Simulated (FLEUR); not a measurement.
**A short convergence ladder for AlAu (P4mm, 2 atoms in the cell)**

```
CELL_PARAMETERS angstrom
      3.21427     0.00000     0.00000
      0.00000     3.21427     0.00000
      0.00000     0.00000     3.21427
ATOMIC_POSITIONS crystal
  Al 0.00000 0.00000 0.01556
  Au 0.50000 0.50000 0.50000
```

Base method: LDA (Vosko-Wilk-Nusair), all-electron FLAPW (FLEUR), scalar-relativistic valence run with FLEUR.

Base settings: Kmax = 4.2 1/bohr; GmaxXC = 16.8 1/bohr; xcFunctional = vwn; jspins = 1; l_soc = F; mode = hist; fermiSmearingEnergy = 0.00367493 Htr; mesh (inpgen div1-3) = 4 4 4; inpgen gamma flag = true; Gmax = 16.8 1/bohr.

**The density cutoff**

Moved along: GmaxXC.

The mesh stays at the base's, so the ladder's end is converged at best in this setting alone.

Only quantities that move along the ladder and can be compared are tabulated.

```csv
Gmax,free energy less the last step's (meV/atom)
8.4 1/bohr,-0.73
9.4 1/bohr,0.06
10.3 1/bohr,0.13
11.9 1/bohr,-0.04
13.3 1/bohr,0.01
14.5 1/bohr,-0.01
16.8 1/bohr,0.00
```

Coarsest Gmax that holds the free energy within 0.5 meV/atom of the last step, with all finer ones: 9.4 1/bohr; the step before is off by 0.73 meV/atom.

On the base run: the starting cell comes from a database of computed structures (which also holds hypothetical and non-ambient phases and stackings), without a prior relaxation at this level. Its lattice was rescaled by up to half a per cent. One atom was moved a little off its site on purpose. Values depend on the basis (sphere radii, cutoffs, local orbitals), which need not be converged.
